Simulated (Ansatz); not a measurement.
For Ag (model structure, started from the simple cubic type, Pm-3m, No. 221, 1 atoms in the cell), PBEsol in Ansatz (plane waves, PAW) gives:

| Item | Result |
|---|---|
| equilibrium lattice constant a | 2.685 Å |
| bulk modulus B0 | 89.0 GPa |
| cohesive energy | 2.69 eV/atom |

Q: What does r²SCAN (plane waves, PAW; Ansatz, a quantum-chemistry and plane-wave program) give for the same quantities?

A: 
- lattice constant a: 2.715 Å (rises by 1.1 %)
- bulk modulus: 78.8 GPa (decreases by 11 %)
- cohesive energy: 2.53 eV/atom (drops by 0.16 eV/atom)

Changes are worked out from the printed values.

Unless a cell is named, each level is at its own relaxed cell (PBEsol 19.35, r²SCAN 20.00 Å³/atom).

Caveats: the bulk modulus is −V dP/dV from two relaxed cells at ±2 % in volume (PBEsol, r²SCAN). Ansatz's density-functional and Hartree–Fock values are scalar-relativistic unless marked +SOC, with PAW data made under PBE.

A model structure was made by putting elements into a prototype or built by hand; it is no filed structure, need not be a known phase, and can be a saddle point held by its symmetry.
